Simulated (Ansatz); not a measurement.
WC (model structure, started from the NbAs type, I4₁md, No. 109, 4 atoms in the cell) was calculated with LDA in Ansatz (plane waves, PAW).

Numerical settings: plane-wave cutoff 520 eV, 28×28×28 k mesh, Fermi–Dirac smearing 0.05 eV, no spin polarisation, scalar-relativistic PAW data made under PBE.

Cell (relaxed at this level):

```xyz
4
Lattice="-1.4240 1.4240 4.9932 1.4240 -1.4240 4.9932 1.4240 1.4240 -4.9932" Properties=species:S:1:pos:R:3 pbc="T T T"
W      0.0000     0.0000     4.9862
W      1.4240     0.0000     2.4896
C      0.0000     0.0000     9.1547
C      0.0000     1.4240     1.6648
```

### Question
What does this level give for the bulk modulus?

### Answer

- bulk modulus: 428 GPa

Note: the run has no spin polarisation, so it can have missed a magnetic state; the bulk modulus is −V dP/dV from two relaxed cells at ±2 % in volume; the relaxation could raise the start's symmetry but not lower it, so the cell can be a saddle point.

Spin–orbit coupling is not included; it can open a gap where bands touch, and shift volumes and moduli.

Static lattice: no zero-point or thermal effects.

A model structure was made by putting elements into a prototype or built by hand; it is no filed structure, need not be a known phase, and can be a saddle point held by its symmetry.

Ansatz is a first-principles code.
